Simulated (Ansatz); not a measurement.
Structures of equal composition on the (111)A surface of zinc-blende GaAs (Ga plane on top): 2x2 Si adatom at H3; 2x2 Si adatom at T4. The slabs share one bottom face, and each structure is named by its start. These are constructed structures in small cells; real faces may alloy, dewet or reconstruct in larger ones, and not all known structures of the face are among them. Slabs of about 14 Å with all that they carry, Fermi-Dirac smearing of 0.025 eV. Bottom of the slabs: H caps. Relaxed from the named starts with such symmetry as they have, on meshes of like density; energies extrapolated to zero smearing; no spin-orbit coupling, no U. Spin-polarised runs, if any, are marked in brackets, and their order is one that fits the cell; the others ran without spin. Where a second, spin-polarised start was run, the lower counts.

Host crystal: zinc-blende GaAs, with a band gap (PBE, scalar-relativistic without spin-orbit coupling).

Level of theory: r2SCAN, at the PBE geometry (plane waves to 500 eV, PAW; Ansatz, an electronic-structure program).

Question: Rank these by energy per 1x1 cell (lowest first), as r2SCAN, at the PBE geometry gives it.

Answer: 2x2 Si adatom at T4 (0.000 eV [spin, 0.7 μB a cell], no gap over 0.04 eV on the mesh), 2x2 Si adatom at H3 (0.022 eV [spin, 0.8 μB a cell], no gap over 0.04 eV on the mesh)
